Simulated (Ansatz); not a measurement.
# What Si interstitial (started 2.36 Å from the nearest host atom), symmetric start does to Si

The reference is a 16-atom supercell of Si in the diamond structure (space group Fd-3m, No. 227; a = 5.444 Å) at its relaxed geometry.

Now apply this change: one Si atom is added in an open site, starting 2.36 Å from the nearest host atom, atoms relaxed at fixed cell.

All numbers come from r2SCAN, PAW, 500 eV (Ansatz, a first-principles code; no spin-orbit coupling). Γ-centred 4×4×4 mesh, Fermi–Dirac width 0.01 eV.

```json
[
 {"quantity": "pressure", "base": "0.0 GPa", "changed": "3.1 GPa", "shift": "+3.1 GPa"},
 {"quantity": "largest displacement of a host atom from its site in the perfect cell", "base": "–", "changed": "0.05 Å", "shift": "–"},
 {"quantity": "final site of the added atom", "base": "–", "changed": "10 Si at 2.40–2.75 Å", "shift": "–"}
]
```

Final structure:

```xyz
17
Lattice="0.0000 5.4443 5.4443 5.4443 0.0000 5.4443 5.4443 5.4443 0.0000" Properties=species:S:1:pos:R:3 pbc="T T T"
Si     2.7222     2.7222     2.7222
Si     5.4443     5.4443     2.7538
Si     5.4443     2.7538     5.4443
Si     8.1348     5.4443     5.4443
Si     2.7538     5.4443     5.4443
Si     5.4443     8.1348     5.4443
Si     5.4443     5.4443     8.1348
Si     8.1665     8.1665     8.1665
Si     4.0751     4.0751     4.0751
Si     6.8135     6.8135     4.0751
Si     6.8135     4.0751     6.8135
Si     9.5029     6.8300     6.8300
Si     4.0751     6.8135     6.8135
Si     6.8300     9.5029     6.8300
Si     6.8300     6.8300     9.5029
Si     9.5029     9.5029     9.5029
Si     0.0000     0.0000     0.0000
```

Cost of the whole job for the changed cell (relaxation, final SCF and bands): around 5 core-minutes (rough).

The magnetic state is the one reached from the starting moments; the real material's order can differ, and small cells can't hold many antiferromagnetic ones. In so small a cell the defect repeats every few ångströms: this is an ordered compound, not a dilute defect. A case with no gap was solved on a k-mesh chosen for an insulator, which is coarse for it. The defect started on the symmetric site and kept its symmetry, so it may sit on a saddle. Starting moments died away, wholly or in part, for Si interstitial (started 2.36 Å from the nearest host atom); another magnetic solution may exist. The defect cell is spin-polarised and ends with 0.0 μB.
